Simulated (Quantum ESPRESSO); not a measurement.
## Pressure against volume in diamond-structure C (space group 227) (Quantum ESPRESSO, LDA)

```
CELL_PARAMETERS angstrom
      0.00000     1.71413     1.71413
      1.71413     0.00000     1.71413
      1.71413     1.71413     0.00000
ATOMIC_POSITIONS crystal
  C  0.50000 0.50000 0.50000
  C  0.75000 0.75000 0.75000
```

Level of theory: LDA (PZ), GBRV 1.5 ultrasoft (LDA) pseudopotentials (plane waves; Quantum ESPRESSO 7.5). Settings: ecutwfc = 52 Ry; ecutrho = 260 Ry; occupations = smearing; smearing = fd; degauss = 0.000734986 Ry; potentials = {C: c_lda_v1.2.uspp.F.UPF}; K_POINTS = automatic 16 16 16 0 0 0; conv_thr = 1e-10 Ry. The cell above is the first row's. The rows scale it uniformly. In all rows fractional positions and the k mesh are held.

| V (Å^3/atom) | P (GPa) |
|---|---|
| 5.037 | 49.05 |
| 5.146 | 35.94 |
| 5.256 | 23.99 |
| 5.365 | 13.10 |
| 5.475 | 3.15 |
| 5.584 | -5.92 |
| 5.694 | -14.20 |
| 5.803 | -21.75 |
| 5.912 | ? |

Taking a cubic for P over the 8 complete rows: With u = V - 5.42, the rows have u = -0.38300, -0.27400, -0.16400, -0.05500, 0.05500, 0.16400, 0.27400, 0.38300. Least squares gives P = 8.000 - 90.702·u + 38.456·u² - 11.663·u³. Residuals (row less fit): 0.015, -0.039, 0.029, -0.007, 0.024, -0.028, 0.005, 0.003; standard error 0.032 (degrees of freedom: 4). The fitted pressure is zero at V0 = 5.512, where dP/dV = -83.95, so B0 = -V0·dP/dV = 463 GPa.

Problem. Estimate the missing P (V = 5.912); what did the run itself give?

Solution. u = 0.49200, so P = 8.000 - 90.702 × 0.49200 + 38.456 × 0.49200² - 11.663 × 0.49200³ = -28.706 GPa. The calculation gives -28.64 GPa, 0.066 GPa above the prediction (0.1 % of the range of P in the table). The row lies outside the fitted rows, so this is an extrapolation. From the scatter of the fitted rows alone, a prediction at this place has a standard error of 0.084 GPa, so the miss is 0.8 times that.

Carrying the step between the two nearest rows on in a straight line would have given -29.30, off by 0.66; series whose last step already gives the withheld value aren't shown. The scan was laid around a cell of about the measured size, scaled by a guess for this functional. The runs keep the symmetry of the cell, so they don't test it for distortions. Cutoffs and mesh are single choices, not tested for convergence of this quantity. Series with a scatter that would blur these digits, or in which a gap closes, are not shown.
